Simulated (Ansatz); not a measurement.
Defect: As vacancy in zinc-blende GaAs, charge state +3. Level of theory: PBE, PAW (plane waves to 420 eV; Ansatz, an electronic-structure program).

Cell of 64 host sites held at the relaxed PBE lattice; one k-point at (0.250, 0.250, 0.250); Fermi-Dirac width 0.05 eV, spin-restricted; finite-size errors left in. Static, classical nuclei. PBE gaps are too small, and in this host the defect's levels may merge with the bands. The charge state is imposed; whether it is stable for some Fermi level was not computed. Forms of the defect that were not tried may lie lower.

Barriers: single points on a 2×2×2 k-point mesh shifted by half a step at the bands' geometries (they differ from the bands' own by up to 0.13 eV, and are uncertain by about as much).

The step: a nearby As atom hops onto the vacant site. Atoms about the jump, Cartesian Å from the middle of the jump, before and after:

```csv
atom,x0,y0,z0,x1,y1,z1
As1,0.01,1.47,1.47,-0.01,-1.47,-1.47
Ga2,1.79,0.31,0.31,1.78,-0.31,-0.31
Ga3,-1.38,0.00,2.91,-1.70,-0.31,3.17
Ga4,-1.70,-3.18,0.30,-1.40,-2.92,-0.01
Ga5,-1.38,2.91,0.00,-1.70,3.17,-0.31
Ga6,-1.70,0.30,-3.18,-1.40,-0.01,-2.92
As7,-2.85,-1.39,1.47,-2.86,-1.47,1.38
As8,-2.85,1.47,-1.39,-2.86,1.38,-1.47
```

Question: Where do these atoms stand at the saddle point, and how high is it?

Answer: 
| atom | x | y | z |
|---|---|---|---|
| As1 | -0.56 | -0.03 | 0.02 |
| Ga2 | 1.83 | -0.02 | 0.01 |
| Ga3 | -1.45 | -0.20 | 2.63 |
| Ga4 | -1.45 | -2.68 | 0.17 |
| Ga5 | -1.54 | 2.78 | -0.23 |
| Ga6 | -1.54 | 0.20 | -2.83 |
| As7 | -3.16 | -1.53 | 1.49 |
| As8 | -3.15 | 1.48 | -1.52 |
It lies 1.95 eV above the start and 1.95 eV above the end. The program found a first-order saddle point. Symmetry-equivalent saddle points exist between the same ends.
